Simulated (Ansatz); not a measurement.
## monolayer PtS2: band-edge transport data

Given:

```
PtS2
1.0
    3.46801     0.00000     0.00000
   -1.73400     3.00338     0.00000
    0.00000     0.00000    18.79264
Pt S
1 2
Cartesian
  0.00000   0.00000   9.39632
  0.00000   2.00226  10.68630
  1.73400   1.00113   8.10634
```

All values below come from PBE, rigid bands (plane waves, PAW, scalar-relativistic; Ansatz, a first-principles code). Condition of this run: biaxial strain -3 %. Geometry: cell and atoms relaxed with PBE, then loaded as said.

- band gap: 1.82 eV
- electron conductivity mass (300 K, dilute): 0.51 mₑ
- effective density of states N_c (300 K): 5.7e13 cm⁻²
- Seebeck coefficient, n-type 1.9e12 cm⁻², 300 K: -480 μV/K

Rigid bands; masses and Seebeck coefficients take one relaxation time τ for all states and one kind of carrier; polarons and phonon drag are left out. Spin-orbit coupling is left out; with 5d elements it also splits d-like band edges.

Model free-standing layer, not matched to a measured one here: monolayer PtS2.
